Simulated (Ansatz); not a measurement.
We consider ZrMo2 (Fd-3m, No. 227), described by PBEsol in Ansatz (PAW).

Numerical settings: plane-wave cutoff 520 eV, 12×12×12 k mesh, Fermi–Dirac smearing 0.05 eV, no spin polarisation, scalar-relativistic PAW data made under PBE.

Cell (relaxed at this level):

```xyz
6
Lattice="0.0000 3.7658 3.7658 3.7658 0.0000 3.7658 3.7658 3.7658 0.0000" Properties=species:S:1:pos:R:3 pbc="T T T"
Zr     0.0000     0.0000     0.0000
Zr     1.8829     1.8829     1.8829
Mo     4.7072     4.7072     4.7072
Mo     4.7072     2.8243     2.8243
Mo     2.8243     2.8243     4.7072
Mo     2.8243     4.7072     2.8243
```

Problem. What does this level give for the bulk modulus B0?

Solution. 
- bulk modulus B0 = 203 GPa

The run finds no gap.

Note: the bulk modulus is −V dP/dV from two relaxed cells at ±2 % in volume; the relaxation could not lower the start's symmetry, so the cell can be a saddle point above a distorted one.

The computed numbers hold no vibrational or temperature effects.

Ansatz is a first-principles code.
